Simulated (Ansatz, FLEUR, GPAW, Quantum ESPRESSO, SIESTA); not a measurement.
**One structure in several programs: Ti3Al (P6_3/mmc, 8 atoms in the cell)**

Self-consistent single point, at a second geometry (lattice scaled by 0.98). First geometry:

```
CELL_PARAMETERS angstrom
      5.66608     0.00000     0.00000
     -2.83304     4.90697     0.00000
      0.00000     0.00000     4.56480
ATOMIC_POSITIONS crystal
  Ti 0.82990 0.65980 0.25000
  Ti 0.17010 0.34020 0.75000
  Ti 0.17010 0.82990 0.75000
  Ti 0.82990 0.17010 0.25000
  Ti 0.34020 0.17010 0.25000
  Ti 0.65980 0.82990 0.75000
  Al 0.33333 0.66667 0.25000
  Al 0.66667 0.33333 0.75000
```

Shared settings, as Ansatz (a program for electronic structure) writes them: kpoints.mp_grid.grid = 5 5 5; scf.occupations.method = fermi_dirac; scf.occupations.width = 0.1 eV. Potentials and cutoffs stand in the table.

```json
[
 {"code": "GPAW", "model": "PBE, GPAW PAW datasets PBE (gpaw-data 1.0.1)", "ΔF from the first geometry (meV/atom)": "67.3", "pressure (GPa)": "16.26", "largest force (eV/Å)": "0.052", "cutoff": "850 eV"},
 {"code": "Ansatz", "model": "PBE, PAW files", "ΔF from the first geometry (meV/atom)": "64.0", "pressure (GPa)": "15.79", "largest force (eV/Å)": "0.046", "cutoff": "420 eV"},
 {"code": "SIESTA", "model": "GGA PBE, numerical atomic orbitals DZP, PseudoDojo PBE standard norm-conserving potentials (rewritten from UPF to PSML)", "ΔF from the first geometry (meV/atom)": "51.0", "pressure (GPa)": "13.44", "largest force (eV/Å)": "0.087", "cutoff": "grid 400 Ry"},
 {"code": "FLEUR", "model": "PBE, all-electron FLAPW (FLEUR), scalar-relativistic valence", "ΔF from the first geometry (meV/atom)": "67.1", "pressure (GPa)": "–", "largest force (eV/Å)": "0.055", "cutoff": "Kmax 4.1 1/bohr"},
 {"code": "Quantum ESPRESSO", "model": "PBE, SSSP 1.1.2 efficiency (PBE) pseudopotentials", "ΔF from the first geometry (meV/atom)": "64.3", "pressure (GPa)": "15.90", "largest force (eV/Å)": "0.048", "cutoff": "50 Ry"}
]
```

A dash marks a value that a program does not give, or that is left out as unsure.

On Ansatz's run: spin polarisation is off.

The spread over the programs that give each value: ΔF from the first geometry within 16.3 meV/atom; pressure within 2.82 GPa; largest force within 0.041 eV/Å.

SIESTA uses small atom-centred bases, whose incompleteness enters pressures, forces and empty levels differently from a plane-wave cutoff. FLEUR treats all electrons, but the usual bases taken here (sphere radii, linearisation, local orbitals, empty states) were not tested for convergence, so the values are no reference for the others. Ansatz's pressure is given at a fixed set of plane waves, as the other plane-wave codes print theirs; with its correction for the finite basis it is 15.84 GPa. In the pressure, SIESTA (by 2.46) lies more than 1 GPa from the median of the plane-wave programs.

The starting cell comes from a database of computed structures (which also holds hypothetical and non-ambient phases and stackings), without a prior relaxation at this level. Its lattice was rescaled by a random factor within 2.5 % of one. For this run, on top of that: lattice scaled by 0.98.

Left out of this page: Elk (unsound by tests on forces, stress, charge or solver warnings).

Keys are those of Ansatz 0.2.
